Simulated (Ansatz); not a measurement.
Consider MgTe in the zinc blende structure (space group F-43m, No. 216; a = 6.368 Å).

All numbers come from LDA in Ansatz (plane waves to 420 eV, PAW, scalar-relativistic without spin-orbit coupling).

One change was made to it. Results:

| quantity | base | after |
|---|---|---|
| electron mass | 0.16 mₑ (at Γ) | 0.56 mₑ along k, 0.25 mₑ across (at X) |
| band gap | 2.38 eV | 2.04 eV |
| hole mass (degenerate bands, along [100]) | 0.19, 0.85, 0.85 mₑ (at Γ) | 0.22, 0.64, 0.64 mₑ (at Γ) |

Q: Which change produced these results?
A. pressure 22.5 GPa
B. pressure 4.5 GPa
C. pressure 2.1 GPa
D. pressure −1 GPa

A: A, pressure 22.5 GPa. For comparison, the band gap in the other runs: pressure 4.5 GPa gives 2.50 eV; pressure −1 GPa gives 2.26 eV; pressure 2.1 GPa gives 2.58 eV.

With Te present, leaving out spin-orbit coupling can change the band edges. Load acts through the strain it causes; cell and atoms are relaxed under it. Effective masses come from finite differences of ±0.01 Å⁻¹. Along k means along the line from Γ to the band edge. Stability against distortions was not tested. Tetrahedral semiconductors of this kind turn to denser phases somewhere between about 1 and 50 GPa; those were not computed, so compressed cells here can lie past the real transition.

Ansatz is a quantum-chemistry and plane-wave program.
